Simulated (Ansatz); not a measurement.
The reference is Ti3Al (space group P6_3/mmc, No. 194; a = 5.7471 Å, c = 4.6315 Å).

Level of theory: r2SCAN (Ansatz, an electronic-structure program), scalar-relativistic without spin-orbit coupling.

For the base:

```
Item                   Value
-------------------  -------
Lattice parameter a  5.747 Å
```

It is then changed as follows: a hydrostatic pressure of 60 GPa.

### Question
What happens to the lattice parameter a?

### Answer
The lattice parameter a falls by 0.563 Å (5.747 Å → 5.184 Å).

Load acts through the strain it causes; cell and atoms are relaxed under it. Stability against distortions was not tested. No other phases were tried under pressure. All final runs are without spin polarisation.
